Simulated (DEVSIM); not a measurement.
System: Schottky contact on p-type Si, at 300 K.

```
layer (left to right)  material  thickness (μm)  Na (cm⁻³)  τn (s)  τp (s)
---------------------  --------  --------------  ---------  ------  ------
1                            Si            2.70     8.6e15  3.5e-7  3.5e-7
2                            Si           0.870     1.3e18  3.5e-7  3.5e-7
```

Left contact: Schottky, work function 4.454 eV, emission velocity 5e6 cm/s. Right contact: ohmic. Voltage is applied to the left contact. Recombination: SRH at mid-gap, radiative. Gap narrowing is on: ΔEg = 6.92 meV × (l + √(l² + 0.5)), l = ln(N/1.3e17 cm⁻³), shared equally by both band edges. Mobility is constant in doping.

The device is made up for the run: typed textbook-type constants, with dimensions and the other settings drawn at random. Values at 300 K.

```tsv
parameter	Si
gap (eV)	1.124
affinity (eV)	4.05
permittivity	11.7
Nc (cm⁻³)	2.86e19
Nv (cm⁻³)	3.1e19
μn (cm²/Vs)	1417
μp (cm²/Vs)	470
B (cm³/s)	4.7e-15
```

DEVSIM, 1D drift-diffusion, Boltzmann statistics, complete ionisation; no tunnelling, impact ionisation, image-force lowering or self-heating. Metal contacts follow the ideal Schottky-Mott rule: no Fermi-level pinning, no interface dipoles.

**Question.** Tabulate band edges, carrier densities and field at 20.0 V on the left contact.

**Answer.** Energies count from the Fermi level of the right contact; mesh points crowd at the junctions.

| x (μm) | Ec (eV) | Ev (eV) | n (cm⁻³) | p (cm⁻³) | field (V/cm) |
|---|---|---|---|---|---|
| 0.000 | -19.596 | -20.720 | 4.7e12 | 1100000 | 230000 |
| 0.02016 | -19.128 | -20.252 | 73000 | 1100000 | 230000 |
| 0.06026 | -18.214 | -19.337 | 7200 | 1100000 | 230000 |
| 0.1301 | -16.672 | -17.796 | 7200 | 1200000 | 220000 |
| 0.3341 | -12.539 | -13.663 | 7000 | 1400000 | 190000 |
| 0.6297 | -7.534 | -8.658 | 6700 | 1700000 | 150000 |
| 1.169 | -1.397 | -2.520 | 5300 | 3500000 | 78000 |
| 2.029 | 0.912 | -0.212 | < 1e2 | 8.6e15 | ≈ 0 |
| 2.343 | 0.912 | -0.212 | 210 | 8.6e15 | ≈ 0 |
| 2.524 | 0.913 | -0.211 | 260 | 8.9e15 | 220 |
| 2.614 | 0.920 | -0.204 | 230 | 1.2e16 | 1900 |
| 2.677 | 0.952 | -0.171 | < 1e2 | 4.1e16 | 12000 |
| 2.699 | 1.000 | -0.123 | < 1e2 | 2.6e17 | 43000 |
| 2.717 | 1.009 | -0.082 | < 1e2 | 1.3e18 | 590 |
| 2.769 | 1.009 | -0.082 | < 1e2 | 1.3e18 | ≈ 0 |
| 2.843 | 1.009 | -0.082 | < 1e2 | 1.3e18 | ≈ 0 |
| 2.986 | 1.009 | -0.082 | 110 | 1.3e18 | ≈ 0 |
| 3.201 | 1.009 | -0.082 | 190 | 1.3e18 | ≈ 0 |
| 3.420 | 1.009 | -0.082 | 260 | 1.3e18 | ≈ 0 |
| 3.497 | 1.009 | -0.082 | 290 | 1.3e18 | ≈ 0 |
| 3.540 | 1.009 | -0.082 | 310 | 1.3e18 | ≈ 0 |
| 3.570 | 1.009 | -0.082 | 320 | 1.3e18 | ≈ 0 |
